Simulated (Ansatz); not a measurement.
Band structure of Ni₂Ge (P6_3/mmc, 6 atoms in the cell).

```yaml
crystal:
  lattice:
    - [3.97981, 0.00000, 0.00000]
    - [-1.98991, 3.44662, 0.00000]
    - [0.00000, 0.00000, 5.02388]
  atoms:
    - { symbol: Ni, position: [0.66667, 0.33333, 0.25000] }
    - { symbol: Ni, position: [0.33333, 0.66667, 0.75000] }
    - { symbol: Ni, position: [0.00000, 0.00000, 0.00000] }
    - { symbol: Ni, position: [0.00000, 0.00000, 0.50000] }
    - { symbol: Ge, position: [0.66667, 0.33333, 0.75000] }
    - { symbol: Ge, position: [0.33333, 0.66667, 0.25000] }
```

Method: PBEsol, default PAW files made with PBE (plane waves; Ansatz, a program for electronic structure).

Settings: kpoints.mp_grid.grid = 9 9 6; hamiltonian.xc = pbesol; hamiltonian.pseudopotentials = {kind: paw} (the program's default PAW files); scf.occupations.method = gaussian; scf.occupations.width = 0.272 eV; kpoints.band_path.npoints = 8.

The starting cell comes from a database of computed structures (which also holds hypothetical and non-ambient phases and stackings), without a prior relaxation at this level. Spin polarisation is off.

Levels in eV from the Fermi level, bands 47 to 54:
```tsv
point	47	48	49	50	51	52	53	54
Γ	-0.60	-0.60	0.13	2.11	2.70	2.70	2.86	2.86
M	-1.22	-1.18	-1.00	-0.66	-0.53	0.66	1.75	3.00
K	-1.47	-1.11	-1.11	-0.53	0.47	0.47	1.06	1.06
A	-1.15	-1.15	1.38	1.38	3.22	3.22	3.22	3.22
L	-1.21	-1.21	-0.86	-0.86	0.88	0.88	2.50	2.50
H	-1.14	-1.14	-1.10	-1.10	-0.24	-0.24	5.32	5.32
```

Bands cross the Fermi level along this path, so the cell is metallic at this level.

Keys are those of Ansatz 0.2.
